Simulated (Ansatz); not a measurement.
# CdSe under a change: uniaxial strain ε_zz = +2.00 %

Consider CdSe in the zinc blende structure (space group F-43m, No. 216; a = 6.133 Å). Axes: x, y, z lie along the cube axes.

One thing is altered: uniaxial strain ε_zz = +2.00 %, all other strain components held at zero, atoms relaxed at fixed cell.

Method: DFT with r2SCAN, PAW potentials and a 500 eV plane-wave cutoff in Ansatz (an electronic-structure program), no spin-orbit coupling. k-mesh 9×9×9 (Γ-centred); smearing 0.05 eV (Fermi–Dirac).

The volume per atom grows by 0.577 Å³, from 28.84 Å³ to 29.41 Å³ and the space group changes from F-43m (No. 216) to I-4m2 (No. 119). The shortest interatomic distance increases by 0.018 Å, from 2.656 Å to 2.674 Å and the energy grows by 2.2 meV/atom. The pressure (mean of the normal stresses, compression positive) shrinks by 0.99 GPa (0.01 GPa → -0.98 GPa) and the band gap drops by 0.07 eV to 0.97 eV. The gap character stays direct at Γ and the electron mass goes from 0.093 mₑ (at Γ) to 0.091 mₑ (at Γ). The valence-band top at Γ (three highest levels, from the VBM) goes from 0.00, 0.00, 0.00 eV to 0.00, 0.00, -0.06 eV and the stress (xx, yy, zz, yz, xz, xy; compression positive) is (-0.85, -0.85, -1.23, 0.00, 0.00, 0.00) GPa.

Final structure:

```xyz
2
Lattice="0.0000 3.0666 3.1279 3.0666 0.0000 3.1279 3.0666 3.0666 0.0000" Properties=species:S:1:pos:R:3 pbc="T T T"
Cd     0.0000     0.0000     0.0000
Se     1.5333     1.5333     1.5640
```

Cost of the whole job for the changed cell (relaxation, final SCF and bands): about 70 core-seconds (a rough figure).

Effective masses come from finite differences of ±0.01 Å⁻¹. No phonon test of stability was made. Labels are those of the standard path for the cell's own space group.
